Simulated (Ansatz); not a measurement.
# NH2 on the 1x1 (110) surface of bcc Ta, one in a 2x2 cell, started at the site 'hollow Ta-Ta-Ta'

Calculation: r2SCAN, at the PBE geometry (plane waves to 500 eV, PAW; Ansatz, an electronic-structure program).

Set-up: 19 atoms, 6.8 Å thick at the start under the adsorbate (thin: gaps and levels are the slab's own); mesh 5x5x1; 0.1 eV smearing; dipole correction on; single point; no symmetry held, on the structure that PBE left; no spin, no spin-orbit, no U, no dispersion correction. At the end it is bonded to 3 Ta. In PBE it is, or lies within 0.03 eV of, the lowest of the starts that converged; the order may differ at this level.

```json
{
 "adsorption energy against NH3(g) − ½ H2(g) at the same level": "-1.45 eV",
 "work_function_of_the_top_face": "3.48 eV",
 "change_of_the_work_function": "-1.40 eV",
 "change_of_the_step_from_the_bottom_to_the_top_vacuum_level_against_the_clean_slab": "-1.38 eV",
 "height of the binding atom over the mean of the host atoms within 0.3 Å of the top one": "1.535 Å",
 "nearest_host_atoms_of_the_binding_atom": "Ta at 2.26 Å, Ta at 2.26 Å, Ta at 2.60 Å",
 "cost": "around 5 core-minutes (rough)"
}
```

A negative adsorption energy means that the adsorbate is more stable on the surface than in its reference.
